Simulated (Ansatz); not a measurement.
# Response to strain in BeSe

Base system: BeSe in the zinc blende structure (space group F-43m, No. 216).

```yaml
crystal:
  lattice:
    - [0.00000, 2.56445, 2.56445]
    - [2.56445, 0.00000, 2.56445]
    - [2.56445, 2.56445, 0.00000]
  atoms:
    - { symbol: Be, position: [0.00000, 0.00000, 0.00000] }
    - { symbol: Se, position: [0.25000, 0.25000, 0.25000] }
```

Cartesian axes are those of the cell as printed.

Strains are applied to the cell and any free atomic positions relax; under biaxial strain the out-of-plane vector relaxes too.

The values are results of PBEsol in Ansatz (plane waves to 420 eV, PAW, without spin-orbit coupling), not measurements.

```json
[
 {"biaxial strain, plane normal [111], relaxed out of plane (%)": "0", "out-of-plane strain (%)": "0.00"},
 {"biaxial strain, plane normal [111], relaxed out of plane (%)": "0.42", "out-of-plane strain (%)": "-0.17"},
 {"biaxial strain, plane normal [111], relaxed out of plane (%)": "0.83", "out-of-plane strain (%)": "?"},
 {"biaxial strain, plane normal [111], relaxed out of plane (%)": "1.25", "out-of-plane strain (%)": "-0.51"},
 {"biaxial strain, plane normal [111], relaxed out of plane (%)": "1.67", "out-of-plane strain (%)": "-0.68"},
 {"biaxial strain, plane normal [111], relaxed out of plane (%)": "2.08", "out-of-plane strain (%)": "-0.84"},
 {"biaxial strain, plane normal [111], relaxed out of plane (%)": "2.5", "out-of-plane strain (%)": "-1.01"}
]
```

Question: Fit ε⊥ = −νε + γε² (strains in %) to the rows shown and predict the withheld row.

Answer: Least squares on the printed values gives ν = 0.41 (the biaxial Poisson response) and γ = 0.003 (largest residual 0.00 %); this predicts -0.34 %, and the run gives -0.34 %, in agreement.

Stability against distortions was not tested.

Ansatz is a program for electronic structure.
